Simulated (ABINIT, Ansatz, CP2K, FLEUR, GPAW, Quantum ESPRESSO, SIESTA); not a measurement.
# KMgF₃ (Pm-3m, 5 atoms in the cell) computed with different codes at matched settings

Self-consistent single point.

```yaml
crystal:
  lattice:
    - [3.99000, 0.00000, 0.00000]
    - [0.00000, 3.99000, 0.00000]
    - [0.00000, 0.00000, 3.99000]
  atoms:
    - { symbol: K, position: [0.00000, 0.00000, 0.00000] }
    - { symbol: Mg, position: [0.50000, 0.50000, 0.50000] }
    - { symbol: F, position: [0.50000, 0.00000, 0.50000] }
    - { symbol: F, position: [0.00000, 0.50000, 0.50000] }
    - { symbol: F, position: [0.50000, 0.50000, 0.00000] }
```

Shared settings, as Ansatz (a quantum-chemistry and plane-wave program) writes them: kpoints.mp_grid.grid = 4 4 4; scf.occupations.method = fermi_dirac; scf.occupations.width = 0.05 eV. Potentials and cutoffs stand in the table.

```
code                                                                                                                                      model  pressure (GPa)  gap on the mesh (eV)           cutoff
----------------  -----------------------------------------------------------------------------------------------------------------------------  --------------  --------------------  ---------------
GPAW                                                                                      PBEsol, GPAW PAW datasets PBEsol (made by gpaw-setup)               –                 7.115           950 eV
FLEUR                                                                           PBEsol, all-electron FLAPW (FLEUR), scalar-relativistic valence               –                 7.272  Kmax 4.3 1/bohr
SIESTA            GGA PBEsol, numerical atomic orbitals TZP, PseudoDojo PBEsol standard norm-conserving potentials (rewritten from UPF to PSML)           -0.11                 6.873      grid 400 Ry
Quantum ESPRESSO                                                                           PBEsol, SSSP 1.1.2 efficiency (PBE) pseudopotentials            0.17                 7.064            50 Ry
ABINIT                                                                                       PBEsol, PAW (JTH v2.0 PBE PAW, files made for PBE)            0.01                 7.110            48 Ry
CP2K                                                                 PBEsol, GPW, DZVP-MOLOPT-SR-GTH basis, GTH-PBE potentials (GTH_POTENTIALS)            1.94                 7.099     grid 1000 Ry
Ansatz                                                                                                  PBEsol, default PAW files made with PBE           -0.50                 7.123           420 eV
```

A dash marks a value that a program does not give, or that is left out as unsure.

Gaps are read on the mesh.

The spread over the programs that give each value: pressure within 2.44 GPa; gap on the mesh within 0.399 eV.

SIESTA and CP2K use small atom-centred bases, whose incompleteness enters pressures, forces and empty levels differently from a plane-wave cutoff. FLEUR treats all electrons, but the usual bases taken here (sphere radii, linearisation, local orbitals, empty states) were not tested for convergence, so the values are no reference for the others. Ansatz's pressure is given at a fixed set of plane waves, as the other plane-wave codes print theirs; with its correction for the finite basis it is 0.08 GPa (the shift of 0.58 GPa shows how far the cutoff is from converged). The pressure of GPAW is left out: its cutoff lies under the one at which its stress was checked. In the pressure, CP2K (by 1.93) lies more than 1 GPa from the median of the plane-wave programs. In the gap, FLEUR (by 0.160) and SIESTA (by 0.240) lie more than 0.12 eV from the median of the plane-wave programs.

The starting cell has typed, rounded lattice constants, without a prior relaxation at this level.

Keys are those of Ansatz 0.2.
